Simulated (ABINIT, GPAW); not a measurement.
A GPAW input for a self-consistent single point of MgO (Fm-3m, 2 atoms in the cell) (DFT PBE, plane waves, GPAW PAW datasets PBE (gpaw-data 1.0.1)):

```python
from ase import Atoms
from ase.units import GPa
from gpaw import GPAW, PW, FermiDirac

atoms = Atoms(['Mg', 'O'],
              cell=[[0.000000, 2.062900, 2.062900],
                    [2.062900, 0.000000, 2.062900],
                    [2.062900, 2.062900, 0.000000]],
              scaled_positions=[[0.000000, 0.000000, 0.000000],
                                [0.500000, 0.500000, 0.500000]],
              pbc=True)

calc = GPAW(mode=PW(550),
            xc='PBE',
            kpts=(7, 7, 7),
            occupations=FermiDirac(0.01),
            nbands=-8,
            convergence={'density': 1e-05, 'energy': 1e-05, 'bands': -6},
            symmetry={'symmorphic': False, 'tolerance': 0.0005},
            maxiter=150,
            txt='-')

atoms.calc = calc

energy = atoms.get_potential_energy()
print('Energy (eV):', round(energy, 6))
forces = atoms.get_forces()
print('Forces (eV/Ang):')
print(forces.round(5))
stress = atoms.get_stress()
print('Stress (GPa, Voigt):', (stress / GPa).round(4))
```

Q: Write the same calculation as an input for ABINIT.

A: One input that does it (others would too):

```
# MgO, PseudoDojo nc-sr-05 PBE standard
pp_dirpath "./"
pseudos "Mg.upf, O.upf"
acell 2.9173811578 2.9173811578 2.9173811578 Angstrom
rprim
         0.0000000000    0.7071067812    0.7071067812
         0.7071067812    0.0000000000    0.7071067812
         0.7071067812    0.7071067812    0.0000000000
natom 2
ntypat 2
znucl 12 8
typat 1 2
xred
         0.0000000000    0.0000000000    0.0000000000
         0.5000000000    0.5000000000    0.5000000000
ecut 42
occopt 3
tsmear 0.01 eV
nband 13
kptopt 1
ngkpt 7 7 7
nshiftk 1
shiftk 0 0 0
nstep 60
tolvrs 1.0e-12
prtwf 0
prtden 0
prtvol 1
enunit 2
```

Basis settings and potentials, where a program has them, do not carry over. This input uses DFT, PBE, plane waves, norm-conserving pseudopotentials (PseudoDojo nc-sr-05 PBE standard). Both were run: gap on the mesh 5.390 eV in GPAW and 5.400 in ABINIT.

On GPAW: the starting cell has typed, rounded lattice constants, without a prior relaxation at this level. For this run, on top of that: lattice scaled by 0.98.

On ABINIT: the starting cell has typed, rounded lattice constants, without a prior relaxation at this level. For this run, on top of that: lattice scaled by 0.98. With a pressure of about 16 GPa the cell is away from its equilibrium volume at this level.
